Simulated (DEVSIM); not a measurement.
Structure: Al/SiO2/n-Si capacitor, at 300 K.

```tsv
layer (left to right)	material	thickness (nm)	Nd (cm⁻³)
1	SiO2	1.90	-
2	Si	7500	5.8e15
```

Metal gate on the left, work function 4.1 eV. Fixed charge at the semiconductor interface 0 cm⁻² (in units of +e); no interface traps.

Constants are typed, rounded textbook-type inputs, not results; the design itself was drawn at random and stands for no fabricated device. Values at 300 K.

```csv
parameter,SiO2,Si
gap (eV),9,1.124
affinity (eV),0.9,4.05
permittivity,3.9,11.7
Nc (cm⁻³),-,2.86e19
Nv (cm⁻³),-,3.1e19
```

DEVSIM, 1D Poisson equation in equilibrium, Boltzmann statistics, complete ionisation; no quantum confinement or tunnelling. Metal contacts follow the ideal Schottky-Mott rule: no Fermi-level pinning, no interface dipoles.

The substrate doping was swept, all else fixed.

```json
[
 {"substrate doping (cm^-3)": "2.9e14", "threshold voltage (band bending 2φF) (V)": "-0.78", "minimum of the low-frequency capacitance (μF/cm²)": "0.00786", "flat-band voltage (V)": "-0.25"},
 {"substrate doping (cm^-3)": "5.8e14", "threshold voltage (band bending 2φF) (V)": "-0.80", "minimum of the low-frequency capacitance (μF/cm²)": "0.0106", "flat-band voltage (V)": "-0.23"},
 {"substrate doping (cm^-3)": "1.2e15", "threshold voltage (band bending 2φF) (V)": "-0.82", "minimum of the low-frequency capacitance (μF/cm²)": "0.0148", "flat-band voltage (V)": "-0.21"},
 {"substrate doping (cm^-3)": "2.9e15", "threshold voltage (band bending 2φF) (V)": "-0.85", "minimum of the low-frequency capacitance (μF/cm²)": "0.0223", "flat-band voltage (V)": "-0.19"},
 {"substrate doping (cm^-3)": "5.8e15", "threshold voltage (band bending 2φF) (V)": "-0.87", "minimum of the low-frequency capacitance (μF/cm²)": "0.0300", "flat-band voltage (V)": "-0.17"},
 {"substrate doping (cm^-3)": "1.2e16", "threshold voltage (band bending 2φF) (V)": "-0.90", "minimum of the low-frequency capacitance (μF/cm²)": "0.0408", "flat-band voltage (V)": "-0.15"}
]
```

From the first row to the last the threshold voltage (band bending 2φF) goes from -0.78 to -0.90. From the first row to the last the minimum of the low-frequency capacitance goes from 0.00786 to 0.0408.
